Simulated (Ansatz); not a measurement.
Band structure of La (P6_3/mmc, 2 atoms in the cell).

```
La
1.0
    3.74628     0.00000     0.00000
   -1.87314     3.24438     0.00000
    0.00000     0.00000     6.08245
La
2
Cartesian
  0.00000   2.16292   1.52061
  1.87314   1.08146   4.56183
```

Method: PBE (plane waves, PAW; Ansatz, a quantum-chemistry and plane-wave program).

Settings: basis.ecutwfc = 420 eV; kpoints.mp_grid.grid = 13 13 7; hamiltonian.xc = pbe; hamiltonian.pseudopotentials = {kind: paw} (the program's default PAW files); scf.occupations.method = gaussian; scf.occupations.width = 0.136 eV; kpoints.band_path.npoints = 8.

The starting cell was generated: these elements placed on a structure prototype, without a prior relaxation; it need not be a known phase or ordering of this composition. Its lattice was rescaled by a random factor within 2.5 % of one.

Levels in eV from the Fermi level, bands 8 to 14:
```csv
point,8,9,10,11,12,13,14
Γ,-15.78,-3.19,-1.75,1.06,1.34,1.34,1.47
M,-15.97,-1.60,-1.16,-1.14,1.20,1.27,1.29
K,-16.33,-1.29,0.08,0.08,0.31,0.84,0.84
A,-15.89,-1.87,-1.87,0.59,0.59,1.40,1.40
L,-16.14,-1.66,-1.66,-0.39,-0.39,1.52,1.52
H,-16.03,-0.63,-0.63,-0.23,-0.23,0.96,0.96
```

Bands cross the Fermi level along this path, so the cell is metallic at this level.

Keys are those of Ansatz 0.2.
